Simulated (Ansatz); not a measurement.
The starting structures come from a database of crystals and need not be the phases stable at ambient conditions.

Tunnelling through a barrier is set by its complex band structure: the current falls as exp(−2κd) with the smallest κ.

Data:

```
SrZrO3
1.0
    5.81486     0.00000     0.00000
    0.00000     8.25266     0.00000
    0.06397     0.00000     5.81451
Sr Zr O
4 4 12
Direct
  0.01193   0.75000   0.01193
  0.98807   0.25000   0.98807
  0.50645   0.75000   0.50645
  0.49355   0.25000   0.49355
  0.50000   0.00000   0.00000
  0.50000   0.50000   0.00000
  0.00000   0.00000   0.50000
  0.00000   0.50000   0.50000
  0.04084   0.75000   0.45054
  0.95916   0.25000   0.54946
  0.54946   0.25000   0.95916
  0.45054   0.75000   0.04084
  0.78891   0.54306   0.78891
  0.21109   0.45694   0.21109
  0.21109   0.04306   0.21109
  0.78891   0.95694   0.78891
  0.70824   0.00000   0.29176
  0.29176   0.00000   0.70824
  0.29176   0.50000   0.70824
  0.70824   0.50000   0.29176
```

Space group of this cell: Cmcm. The cell is taken as given; by PBEsol its mean pressure is -2.6 GPa.

Transport runs along the normal of the first two printed cell vectors.

No gap correction and no spin-orbit coupling; mid-gap values are interpolated between computed energies.

Question: Estimate the band gap and the smallest decay constant κ at mid-gap that PBEsol (Ansatz, a first-principles code) returns for this system.

Answer: Gap 3.48 eV on a 6×4×6 mesh; κ = 0.314 1/Å, at the zone centre.
